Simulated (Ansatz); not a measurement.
Take Rb in the bcc (W type) structure (space group Im-3m, No. 229; a = 5.571 Å; relaxed with 0.1 eV smearing) as the base.

Calculations: PBEsol, PAW, 420 eV (Ansatz, a quantum-chemistry and plane-wave program; no spin-orbit coupling).

Before the change:

| Item | Value |
|---|---|
| Pressure | 0.0 GPa |

Perturbation: an isotropic linear strain of +2.00 %, atoms relaxed at fixed cell.

Task: Predict the new pressure.

Result: The pressure goes from zero to -0.2 GPa.

Task: What does the calculation give for the energy relative to the base after the change?

Result: The energy grows by 2.7 meV/atom.

Stability against distortions was not tested. All final runs are without spin polarisation.
